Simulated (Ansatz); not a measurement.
A user runs Ansatz (a program for electronic structure) on Zr₂V₃Fe (R-3m, 6 atoms in the cell) and asks whether the run is sound. The aim is a self-consistent single point with DFT, PBEsol, plane waves, default PAW files made with PBE.

Cell that was meant: a = 5.0539 Å, b = 5.0539 Å, c = 5.0539 Å, α = 62.80°, β = 62.80°, γ = 62.80°.

Part of the input:

Ansatz 0.2 input:
```yaml
    - { symbol: V, position: [0.50000000, 0.00000000, 0.00000000], spin: 2.0 }
    - { symbol: Fe, position: [0.00000000, 0.00000000, 0.00000000], spin: 4.0 }
basis:
  ecutwfc: 9.2 Ry
kpoints:
  mp_grid:
    grid: [6, 6, 6]
```

Log, with long lists cut:

```
   [... lines left out ...]
PAW frozen core: Fe, regenerated for the run's functional, and the local potential with it
Initial density: superposition of atomic densities (chi_scale 0.1, normalization cell)
Starting moments: Σ|m| = 10 μB on 4 of 6 sites
Initial wavefunctions: pseudopotential atomic-orbital guess
Eigensolver: davidson
Functional: x = pbesol(κ = 0.804, μ = 0.12345679012345678), c = pbesol(β = 0.046)
SCF iter   1: F=—  HF=-21126.076159 eV  |F-HF|=—  |Δ(HF+E_count)|=         —  Δρ=5.23e-1 (↑5.23e-1 ↓2.12e-1)  dr2=3.76e2  dr2_m=2.66e1  M=0.629 μB ∫|m|=1.098 μB  β_m=0.30  ethr=3.10e-3  ⟨swp⟩=4.5  Hψ=9540  notcnv=0
Mixer restart at iter 1: flushing history
all-band conjugate gradients solve this SCF's bands
preconditioner: auto → Kerker (q_TF=auto, 2.637 Å⁻¹)
   [... lines left out ...]
SCF iter  18: F=—  HF=-20967.399925 eV  |F-HF|=—  |Δ(HF+E_count)|=   1.44e-7  S|Δr|=    0.00e0  Δρ=3.11e-6 (↑2.91e-6 ↓3.11e-6)  dr2=4.40e-8  dr2_m=1.34e-10  M=-0.000 μB ∫|m|=0.000 μB  β_m=0.90  ethr=1.27e-10  ⟨swp⟩=9.7  Hψ=13258  notcnv=0
SCF iter  19: F=-20967.399925 eV  HF=-20967.399925 eV  |F-HF|=2.91e-9  |Δ(HF+E_count)|=  9.50e-10  S|Δr|=    0.00e0  Δρ=9.36e-7 (↑9.36e-7 ↓8.84e-7)  dr2=4.04e-9  dr2_m=2.57e-11  M=-0.000 μB ∫|m|=0.000 μB  ethr=5.57e-11  ⟨swp⟩=2.0  Hψ=5478  notcnv=0
SCF 1 converged in 19 iterations: F = -20967.399925 eV  dr2 = 4.04e-9
WARN: the starting moments were not kept: the SCF closed with an absolute magnetisation of 2.2e-5 μB, where they sum to 10 μB in size (4 sites) …
   [... lines left out ...]
Absolute magnetization: 0.0000 μB (∫|ρ↑−ρ↓|, with the PAW one-centre terms)
Free energy (F): -20967.399925 eV
Fermi energy:    16.793960 eV
   [... lines left out ...]
  atom   6  Fe    -0.00000000     0.00000000    -0.00000000
--- Stress (GPa, compression-positive) ---
      -20.460926       0.000000      -0.000000
        0.000000     -20.460926       0.000000
       -0.000000       0.000000      38.898703
  P = ⅓ Tr σ = -0.6744 GPa (-6.744 kbar)
  The stress holds the Pulay correction. Without it, at fixed plane waves, as pw.x and ABINIT print it: P = -1708.0513 GPa
```

**Question.** Is anything amiss in this input, and did it matter?

**Answer.** The run is not sound. The fault is a basis or grid far too coarse for these potentials. The error of an incomplete plane-wave basis or grid does not cancel at such settings. To fix it, restore the cutoff that the potentials need and check convergence. The run converged in 19 iterations without an error; against the sound input the free energy rises by 65.9 eV/atom, the pressure goes from -8.25 to -0.67 GPa and the largest force goes from 0.046 to 0.810 eV/Å. At a fixed set of plane waves, without the program's Pulay estimate, the pressure is -1708.05 GPa against -8.30 GPa.

The sound input it was made from differs as follows (other fixes are possible):
```diff
-  ecutwfc: 9.2 Ry
+  ecutwfc: 30.9 Ry
```

With that input, the run converged in 20 iterations: free energy E − TS (on the zero of these files) -21362.7751 eV; Fermi level (on the code's own zero) 15.42 eV; pressure -8.25 GPa; largest force (vector length) 0.046 eV/Å; size of the cell's spin moment 0.00 μB (DFT, PBEsol, plane waves, default PAW files made with PBE).

On the sound input: the starting cell comes from a database of computed structures (which also holds hypothetical and non-ambient phases and stackings), without a prior relaxation at this level. The starting moments vanished: the run ended non-magnetic, which need not be the lowest state. The program warned that a starting moment was not kept. With a pressure of about -8 GPa the cell is away from its equilibrium volume at this level. Ansatz's pressure includes its estimate of the finite-basis (Pulay) stress.
